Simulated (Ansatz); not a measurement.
## AlIr: pressure series

The reference is AlIr in the CsCl type structure (space group Pm-3m, No. 221; a = 2.989 Å; a cell from a computed database, its experimental status unchecked).

Cell and atoms are relaxed at each pressure.

All numbers come from PBEsol (Ansatz, a program for electronic structure), no spin-orbit coupling.

```tsv
P (GPa)	V (Å³/atom)
-2.00	13.464
-1.00	13.408
0.30	13.337
0.70	13.315
1.50	13.273
2.99	13.196
4.99	13.097
7.48	12.979
9.98	12.866
```

A third-order Birch–Murnaghan fit to these points gives V₀ = 13.35 Å³/atom, B₀ = 247 GPa and B₀′ = 4.6. At pressure 10 GPa the volume is 96.4 % of V₀.

Load acts through the strain it causes; cell and atoms are relaxed under it. Whether these cells are dynamically stable was not tested. No other phases were tried under pressure. The final runs are not spin-polarised.
